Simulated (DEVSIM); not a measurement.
System: Ru/HfO2/p-Si capacitor, at 300 K.

```csv
layer (left to right),material,thickness (nm),Na (cm⁻³)
1,HfO2,7.00,-
2,Si,14000,1.6e15
```

Metal gate on the left, work function 4.7 eV. Fixed charge at the semiconductor interface 0 cm⁻² (in units of +e); no interface traps.

This is a model device: material constants are rounded textbook-type values typed into the input, and sizes, dopings and lifetimes were drawn at random. Values at 300 K; Nc and Nv go as T^1.5, mobilities as T to minus their exponent, the gap by Varshni's rule with the affinity fixed.

| parameter | HfO2 | Si |
|---|---|---|
| gap (eV) | 5.7 | 1.124 |
| affinity (eV) | 2.5 | 4.05 |
| permittivity | 22 | 11.7 |
| Nc (cm⁻³) | - | 2.86e19 |
| Nv (cm⁻³) | - | 3.1e19 |
| Varshni α (eV/K) | - | 0.000473 |
| Varshni β (K) | - | 636 |

Simulated with DEVSIM: 1D Poisson equation in equilibrium, Boltzmann statistics, complete ionisation; no quantum confinement or tunnelling. Metal contacts follow the ideal Schottky-Mott rule: no Fermi-level pinning, no interface dipoles.

Base results: threshold voltage (band bending 2φF) (V) 0.40; flat-band voltage (V) -0.22; minimum of the low-frequency capacitance (μF/cm²) 0.0167.

Task: What follows from this one change: fixed charge 0 → 6e+12 cm^-2?

Result: threshold voltage (band bending 2φF) 0.40 → 0.06 V; flat-band voltage -0.22 → -0.56 V; minimum of the low-frequency capacitance 0.0167 → 0.0174 μF/cm².

Task: What follows from this one change: temperature 300 → 450 K?

Result: threshold voltage (band bending 2φF) 0.40 → 0.25 V; flat-band voltage -0.22 → -0.02 V; minimum of the low-frequency capacitance 0.0167 → 0.0330 μF/cm².
